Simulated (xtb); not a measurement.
xtb 6.7.1, GFN1-xTB: Hf(OMe)4 (C[O][Hf]([O]C)([O]C)[O]C), 21 atoms. The geometry is a generated start, not checked to be a minimum at this level.

method: GFN1-xTB
--acc: 1 (default)
--etemp (K): 300 (default)
detailed input (--input): none: ANC optimiser, Lindh (1995) Hessian, microcycle=20, maxdispl=1.0, hlow=0.01 (default)
basis functions: 66
valence electrons: 56

```xyz
21

Hf     0.5301     0.0356     0.2284
O     -1.3261     0.0994     0.3981
C     -1.6453     0.5985     1.6673
H     -1.0942     1.5357     1.8670
H     -2.7233     0.8079     1.7107
H     -1.3998    -0.1394     2.4499
O      0.9501    -0.7789    -1.3999
C     -0.1277    -0.7711    -2.2900
H     -0.3577     0.2530    -2.6309
H      0.1314    -1.3708    -3.1729
H     -1.0310    -1.2092    -1.8282
O      1.1358    -0.9757     1.6749
C      0.9339    -2.3328     1.3894
H      1.5930    -2.6652     0.5697
H      1.1669    -2.9281     2.2840
H     -0.1216    -2.5237     1.1103
O      1.0846     1.8164     0.3005
C      0.6613     2.4902    -0.8490
H     -0.4121     2.3001    -1.0463
H      0.7940     3.5706    -0.7064
H      1.2578     2.1876    -1.7268
```

Charge 0 and multiplicity 1 are set for this test and not shown to be the ground state.

The structure is relaxed from this start with --opt LEVEL for the levels crude, sloppy, loose, lax, normal, tight, vtight, extreme, once each. Up to the end of the extreme run atoms move by at most 1.5 Å along an axis.

Problem. Choose the cheapest level whose final energy lies within 20 meV of that of extreme.

Solution. lax: 41 cycles against 68, ending 3.0 meV above.

```
level    cycles  energy above the extreme run (meV)  gradient norm (eV/Å)
-------  ------  ----------------------------------  --------------------
crude        14                                  65                  0.25
sloppy       20                                  38                  0.22
loose        23                                  33                 0.045
lax          41                                 3.0                 0.097
normal       44                                 2.4                 0.024
tight        53                                0.11                 0.024
vtight       64                          under 0.01                0.0016
extreme      68                                   —                0.0020
```
